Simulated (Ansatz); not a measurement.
**BN: stress against strain**

BN (layered hexagonal, P6_3/mmc, 8.679 Å³/atom at rest, c along z) under an equal strain ε in the (0001) plane with the normal axis free, as in a coherent film. PBEsol-D3(BJ) in Ansatz, a plane-wave DFT program (PAW, default set), 420 eV, 15×15×5 Γ-centred mesh, Fermi-Dirac smearing 0.05 eV; ions are relaxed within the symmetry of each cell. Stress is positive for a compressed cell.

Here s stands for strain and y for stress xx.

| strain (%) | stress xx (GPa) |
|---|---|
| -3.00 | ? |
| -1.20 | 14.34 |
| -0.60 | 6.96 |
| 0.00 | -0.01 |
| 0.60 | -6.58 |
| 1.20 | -12.78 |

**Question.** Using a straight line, estimate the missing y at s = -3.00 from the other rows, showing the fit.

**Answer.** Means: s 0, y 0.386. About the means, the sum of products is -40.668 and the sum of squares of s is 3.6000; the slope is their ratio. Least squares gives y = 0.386 - 11.2967·s. Residuals (row less fit): 0.398, -0.204, -0.396, -0.188, 0.390; standard error 0.426 (degrees of freedom: 3). The slope gives the biaxial elastic modulus of this plane = 1130 ± 22 GPa. At the withheld row, y = 0.386 - 11.2967 × (-3.0) = 34.276 GPa. The calculation gives 39.34 GPa, 5.064 GPa above the prediction (9.7 % of the range of y in the table). The row lies outside the fitted rows, so this is an extrapolation. From the scatter of the fitted rows alone, a prediction at this place has a standard error of 0.819 GPa, so the miss is 6.2 times that.

One order more, fitted to all 11 runs of the series, follows each within 0.17, so the miss is the next term of a smooth law. Rows are the converged runs of the series near zero and its far end; series whose fitted rows scatter by over a few per cent of the range, as at a crossing or softening among them, aren't shown in this form. Most that stay on the fit to the last digits aren't either.
